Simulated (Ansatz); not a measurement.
## Response to strain in Cu

The reference is Cu in the fcc (Cu type) structure (space group Fm-3m, No. 225; a = 3.630 Å; relaxed with 0.1 eV smearing).

Strains are applied to the cell and any free atomic positions relax.

Calculations: Ansatz (an electronic-structure program) PBE, scalar-relativistic without spin-orbit coupling.

Candidates:
(a) isotropic strain +3.00 %
(b) isotropic strain −1.50 %
(c) isotropic strain −2.00 %
(d) isotropic strain +2.50 %
(e) isotropic strain +0.50 %

Notes on the quantities. energy relative to the base: free energy F.

### Question
Order them by energy relative to the base, highest first.

### Answer
(a) isotropic strain +3.00 % (+38 meV/atom), (d) isotropic strain +2.50 % (+27 meV/atom), (c) isotropic strain −2.00 % (+21 meV/atom), (b) isotropic strain −1.50 % (+11 meV/atom), (e) isotropic strain +0.50 % (+1.2 meV/atom)

Whether these cells are dynamically stable was not tested. The final runs are not spin-polarised.
